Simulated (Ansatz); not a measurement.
Computed with PBE (plane waves to 420 eV, PAW; Ansatz, an electronic-structure program).

Electrostatic potential energy of an electron, averaged over planes parallel to the surface, in eV from the Fermi level, for the (111)A surface of zinc-blende GaSb, Ga-terminated, CH3 on every top atom (bottom of the slab: 3 H on 4 bottom sites):

| z (Å) | V (eV) |
|---|---|
| 3.85 | 4.56 |
| 4.15 | 4.56 |
| 4.44 | 4.56 |
| 4.74 | 4.56 |
| 5.04 | 4.56 |
| 5.33 | 4.56 |
| 5.63 | 4.55 |
| 5.93 | 4.55 |
| 6.22 | 4.55 |
| 6.52 | 4.54 |
| 6.81 | 4.53 |
| 7.11 | 4.49 |
| 7.41 | 4.40 |
| 7.70 | 4.19 |
| 8.00 | 3.67 |
| 8.30 | 2.65 |
| 8.59 | 2.24 |
| 8.89 | 1.39 |
| 9.19 | -0.60 |
| 9.48 | -2.86 |
| 9.78 | -4.54 |
| 10.07 | -6.06 |
| 10.37 | -6.66 |
| 10.67 | -5.87 |
| 10.96 | -3.94 |
| 11.26 | -1.62 |
| 11.56 | 0.75 |
| 11.85 | 2.41 |
| 12.15 | 2.66 |
| 12.44 | 1.53 |
| 12.74 | -0.94 |
| 13.04 | -3.21 |
| 13.33 | -4.77 |
| 13.63 | -6.26 |
| 13.93 | -6.87 |
| 14.22 | -5.69 |
| 14.52 | -3.47 |
| 14.81 | -1.45 |
| 15.11 | 0.78 |
| 15.41 | 2.50 |
| 15.70 | 2.81 |
| 16.00 | 1.77 |
| 16.30 | -0.66 |
| 16.59 | -2.94 |
| 16.89 | -4.45 |
| 17.19 | -5.82 |
| 17.48 | -6.61 |
| 17.78 | -5.65 |
| 18.07 | -3.56 |
| 18.37 | -1.63 |
| 18.67 | 0.51 |
| 18.96 | 2.46 |
| 19.26 | 3.00 |
| 19.56 | 2.19 |
| 19.85 | -0.09 |
| 20.15 | -2.38 |
| 20.44 | -3.86 |
| 20.74 | -5.05 |
| 21.04 | -6.04 |
| 21.33 | -5.46 |
| 21.63 | -3.60 |
| 21.93 | -1.82 |
| 22.22 | 0.18 |
| 22.52 | 2.40 |
| 22.81 | 3.25 |
| 23.11 | 2.14 |
| 23.41 | -0.50 |
| 23.70 | -2.73 |
| 24.00 | -2.91 |
| 24.30 | 1.34 |
| 24.59 | 3.60 |
| 24.89 | 4.34 |
| 25.19 | 4.61 |
| 25.48 | 4.72 |
| 25.78 | 4.76 |
| 26.07 | 4.77 |
| 26.37 | 4.78 |
| 26.67 | 4.78 |
| 26.96 | 4.78 |
| 27.26 | 4.78 |
| 27.56 | 4.78 |
| 27.85 | 4.78 |
| 28.15 | 4.78 |
| 28.44 | 4.78 |

Model: 51-atom slab, 15.8 Å thick at the start with caps and adatoms, 3x3x1 mesh, Fermi-Dirac 0.025 eV, dipole correction, 8 atoms held, the rest relaxed; held to the start's symmetry, so lower structures may exist; spin-polarised, no spin-orbit, no U. The slab shows no gap over 0.04 eV on its mesh. The starting moment vanished. It is one candidate, not shown to be the stable structure of the face.

The vacuum level lies 4.78 eV above the Fermi level over the top face and 4.56 eV above it under the bottom face.
